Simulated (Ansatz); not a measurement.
**Effect of pressure 9 GPa on PbTe**

Base system: PbTe in the rock salt structure (space group Fm-3m, No. 225; a = 6.569 Å).

Modification: a hydrostatic pressure of 9 GPa.

All numbers come from PBE, PAW, 420 eV (Ansatz, an electronic-structure program; spin-orbit coupling left out). Γ-centred 9×9×9 mesh, Fermi–Dirac width 0.05 eV.

The volume per atom decreases by 5.31 Å³, from 35.44 Å³ to 30.13 Å³ and the density rises by 1.38 g/cm³, from 7.84 g/cm³ to 9.22 g/cm³. The lattice parameter a falls by 0.653 bohr to 11.761 bohr and the shortest interatomic distance shrinks by 0.3267 bohr, from 6.207 bohr to 5.881 bohr. The enthalpy H = E + PV relative to the base's energy is +1.82 eV/atom and the band gap shrinks by 0.38 eV, from 0.83 eV to 0.45 eV. The gap character remains direct at L and the width of the top valence band goes up by 1.036 eV (2.52 eV → 3.55 eV). The electron mass goes from 0.31 mₑ along k, 0.11 mₑ across (at L) to 0.20 mₑ along k, 0.098 mₑ across (at L) and the hole mass changes from 0.49 mₑ along k, 0.092 mₑ across (at L) to 0.26 mₑ along k, 0.046 mₑ across (at L). The valley order (the lowest conduction-band minima on the path, energy above the VBM, named in the base's zone) goes from L along ⟨111⟩ 0.83 eV; a point along ⟨110⟩, about 0.5 Å⁻¹ from Γ 1.36 eV; a point along ⟨100⟩, about 0.3 Å⁻¹ from Γ 1.81 eV to L along ⟨111⟩ 0.45 eV; a point along ⟨110⟩, about 0.5 Å⁻¹ from Γ 1.12 eV; a point along ⟨100⟩, about 0.3 Å⁻¹ from Γ 1.64 eV.

Final structure:

```xyz
2
Lattice="0.0000 3.1118 3.1118 3.1118 0.0000 3.1118 3.1118 3.1118 0.0000" Properties=species:S:1:pos:R:3 pbc="T T T"
Te     3.1118     3.1118     3.1118
Pb     0.0000     0.0000     0.0000
```

Cost of the whole job for the changed cell (relaxation, final SCF and bands): around 14 core-seconds (rough).

With Pb and Te present, leaving out spin-orbit coupling can change the band edges. Load acts through the strain it causes; cell and atoms are relaxed under it. Effective masses come from finite differences of ±0.01 Å⁻¹. Along k means along the line from Γ to the band edge. No phonon test of stability was made. Competing high-pressure phases were not computed.
